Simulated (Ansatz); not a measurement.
Output of an Ansatz run (abridged):

```
WARN the atoms were moved onto the symmetric positions of the space group found under crystal.symmetry.tolerance 1.0e-5 (fractional …
WARN ansatz: RAYON_NUM_THREADS=1 ignored (pool sized by the plan → 1); use --threads N
Pseudopotentials: kind: paw
Pseudopotential: H, paw, valence charge 1
Pseudopotential: Mo, paw, valence charge 14
Crystal: 4 atoms, lattice volume = 37.616 Å³
Basis set: ecut = 420.4159175005146 eV, 725 PW (Γ)
Bands: 19, of which v1, the nominal top of the filled ones, is band 15 counted from 1 (14 counted from 0)
Symmetry: 24 space group operations
Space group: P63/mmc (ITA 194), of the structure as read, at distance tolerance 3.4e-5 Å
k-points: 84 of 1183
PAW frozen core: Mo, regenerated for the run's functional, and the local potential with it
Initial density: superposition of atomic densities (neutral atoms: chi_scale 0, normalization atom), corrected by the library's trained network
Initial wavefunctions: pseudopotential atomic-orbital guess
Eigensolver: davidson
Functional: x = slater, c = lda
SCF iter   1: F=—  HF=-9715.394506 eV  |F-HF|=—  |Δ(HF+E_count)|=         —  Δρ=1.50e-2  dr2=3.63e-2  ethr=1.77e-3  ⟨swp⟩=5.2  Hψ=16286  notcnv=0  defer=17
all-band conjugate gradients solve this SCF's bands
automatic band count: the SCF goes on with 23 bands, as 19 were too few: the levels above may hold too much charge
preconditioner: auto → Kerker (q_TF=auto, 2.627 Å⁻¹)
SCF iter   2: F=—  HF=-9715.386959 eV  |F-HF|=—  |Δ(HF+E_count)|=   7.55e-3  Δρ=8.45e-3  dr2=1.32e-2  ethr=1.21e-4  ⟨swp⟩=1.0  Hψ=2606  notcnv=0  defer=15
SCF iter   3: F=—  HF=-9715.383013 eV  |F-HF|=—  |Δ(HF+E_count)|=   3.95e-3  Δρ=8.44e-4  dr2=2.20e-4  ethr=4.39e-5  ⟨swp⟩=2.0  Hψ=2020  notcnv=0  defer=15
SCF iter   4: F=—  HF=-9715.382930 eV  |F-HF|=—  |Δ(HF+E_count)|=   8.28e-5  Δρ=1.38e-4  dr2=5.70e-6  ethr=7.34e-7  ⟨swp⟩=2.4  Hψ=2495  notcnv=0  defer=15
SCF iter   5: F=—  HF=-9715.382928 eV  |F-HF|=—  |Δ(HF+E_count)|=   1.95e-6  Δρ=3.44e-5  dr2=3.27e-7  ethr=1.90e-8  ⟨swp⟩=2.3  Hψ=2934  notcnv=0  defer=15
SCF iter   6: F=-9715.382928 eV  HF=-9715.382928 eV  |F-HF|=6.30e-9  |Δ(HF+E_count)|=   6.14e-8  Δρ=8.56e-6  dr2=2.55e-8  ethr=3.33e-10  ⟨swp⟩=6.3  Hψ=7054  notcnv=0
SCF 1 converged in 6 iterations: F = -9715.382928 eV  dr2 = 2.55e-8
SCF converged after 6 iterations
Free energy (F): -9715.382928 eV
Harris-Foulkes:  -9715.382928 eV  (|F-HF|=6.30e-9)
Internal energy: -9715.293504 eV  (E = F + TS)
E sigma→0 (E₀):  -9715.338216 eV
Entropy (-TS):   -0.089424 eV (-22.356 meV/atom)
Fermi energy:    18.168530 eV
--- Per-component energies (eV) ---
  E_band       = -172.316112
  E_kinetic    = 913.146894
  E_local      = -1819.754093  (includes V_loc(G=0)·N_el)
  E_nonlocal   = 301.965443
  E_hartree    = 605.325672
  E_xc         = -382.682368
  E_vxc        = -480.643157  (∫ρ·V_xc dr)
  E_paw        = -6180.995521  (= ΣΔE_a)
  E_vpaw       = -297.679006  (= ΣTr[D̂ρ^β])
  E_aug_tail   = -0.001983  (compensation charges beyond the density's cutoff)
  E_ewald      = -3153.243180
  E_core_change = 0.945632  (= ΣΔE_core)
  E_smearing   = -0.089424  (= −TS)
  E_closure    = -0.000000  (closes the sum)
  Σ components = -9715.382928   (vs F -9715.382928, Δ=0.00e0)
--- Forces (eV/Å), atoms counted from 1 ---
  atom   1  H     -0.00000000    -0.00000000     0.00000000
   [... zero for the other atoms too ...]
  max |Σ_I F_I| component: 5.78e-19 eV/Å
--- Stress (GPa, compression-positive) ---
       -8.436961       0.000000       0.000000
        0.000000      -8.436961       0.000000
        0.000000       0.000000     -13.004811
  P = ⅓ Tr σ = -9.9596 GPa (-99.596 kbar)
  The stress holds the Pulay correction. Without it, at fixed plane waves, as pw.x and ABINIT print it: P = -10.0489 GPa
--- Band table (eV; the first three rows and the last of 84) ---
  k-point 0: bands = ["-42.9267", "-42.6838", "-18.0048", "-16.6023", "-16.6023", "-16.4237", "-16.4237", "-16.2646", "7.9582", "12.4948", "13.7671", "14.0878", "16.5831", "16.5831", "17.5408", "17.5408", "17.7291", "17.7291", "21.3513", "21.3513", [...]
  k-point 1: bands = ["-42.9150", "-42.6961", "-17.9253", "-16.5936", "-16.5936", "-16.4327", "-16.4327", "-16.3586", "8.1089", "11.9117", "13.9494", "14.6084", "16.6355", "16.6355", "17.6648", "17.6648", "17.6787", "17.6787", "21.0782", "21.0782", [...]
  k-point 2: bands = ["-42.8819", "-42.7305", "-17.6995", "-16.6172", "-16.5692", "-16.5692", "-16.4578", "-16.4578", "8.5378", "10.9483", "14.4463", "15.2816", "16.7825", "16.7825", "17.4902", "17.4902", "18.0848", "18.0848", "20.3895", "20.3895", [...]
  k-point 83: bands = ["-42.7113", "-42.6593", "-17.2023", "-17.1523", "-17.0971", "-17.0311", "-16.9795", "-16.8390", "11.0731", "11.2123", "14.8657", "14.9653", "16.9643", "17.2212", "17.5131", "17.9842", "18.0293", "18.7257", "23.5372", [...]
```

The structure:

```
CELL_PARAMETERS angstrom
      2.91433     0.00000     0.00000
     -1.45717     2.52389     0.00000
      0.00000     0.00000     5.11408
ATOMIC_POSITIONS crystal
  H  0.33333 0.66667 0.25000
  H  0.66667 0.33333 0.75000
  Mo 0.00000 0.00000 0.00000
  Mo 0.00000 0.00000 0.50000
```

### Question
Write an input that gives this output.

### Answer
Other spellings and defaults could give the same log, and not every line can be read from it. The input that was run (DFT, LDA (PW92), plane waves, default PAW files made with PBE):

Ansatz 0.2 input:
```yaml
crystal:
  lattice:
    - [2.914335, 0.000000, 0.000000]
    - [-1.457168, 2.523888, 0.000000]
    - [0.000000, 0.000000, 5.114081]
  atoms:
    - { symbol: H, position: [0.333333, 0.666667, 0.250000] }
    - { symbol: H, position: [0.666667, 0.333333, 0.750000] }
    - { symbol: Mo, position: [0.000000, 0.000000, 0.000000] }
    - { symbol: Mo, position: [0.000000, 0.000000, 0.500000] }
basis:
  ecutwfc: 30.9 Ry
kpoints:
  mp_grid:
    grid: [13, 13, 7]
hamiltonian:
  xc: lda
  pseudopotentials:
    kind: paw
scf:
  occupations:
    method: fermi_dirac
    width: 0.0073 Ry
output:
  forces: true
  eigenvalues: true
  stress: true
```

The starting cell comes from a database of computed structures (which also holds hypothetical and non-ambient phases and stackings), without a prior relaxation at this level. Its lattice was rescaled by up to half a per cent. Spin polarisation is off. With a pressure of about -10 GPa the cell is away from its equilibrium volume at this level. Ansatz's pressure includes its estimate of the finite-basis (Pulay) stress.

Ansatz is a quantum-chemistry and plane-wave program.
